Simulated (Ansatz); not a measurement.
Given:

End structure of the (321) surface of fcc Ir in its 1x1 cell, outermost plane spacing 0.52 Å in the ideal cut:

```
CELL_PARAMETERS angstrom
      4.74097     0.00000     0.00000
     -1.58032     5.91302     0.00000
      0.00000     0.00000    26.50000
ATOMIC_POSITIONS crystal
  Ir 0.41813 0.76946 0.31141
  Ir 0.85556 0.56899 0.32833
  Ir 0.28470 0.35886 0.34616
  Ir 0.70998 0.14137 0.36253
  Ir 0.14067 0.93596 0.38046
  Ir 0.57497 0.71690 0.40310
  Ir 0.00084 0.49727 0.42337
  Ir 0.42954 0.28250 0.44201
  Ir 0.85855 0.06750 0.46099
  Ir 0.28734 0.85731 0.48091
  Ir 0.71429 0.64286 0.50000
  Ir 0.14123 0.42840 0.51909
  Ir 0.57002 0.21821 0.53901
  Ir 0.99903 0.00322 0.55799
  Ir 0.42773 0.78844 0.57663
  Ir 0.85360 0.56881 0.59690
  Ir 0.28790 0.34976 0.61954
  Ir 0.71859 0.14435 0.63747
  Ir 0.14388 0.92686 0.65384
  Ir 0.57301 0.71672 0.67167
  Ir 0.01044 0.51625 0.68859
```

Set-up: 21 atoms, 10.3 Å thick at the start (thin: gaps and levels are the slab's own); mesh 8x7x1; 0.1 eV smearing; dipole correction on; all atoms relaxed; symmetry of the start imposed; no spin, no spin-orbit, no U.

Task: Estimate the work function of the top face that PBE (Ansatz, an electronic-structure program) returns for this input.

Result: 5.07 eV

Task: Predict the surface energy (mean of both faces) from PBE.

Result: 2.87 J/m²
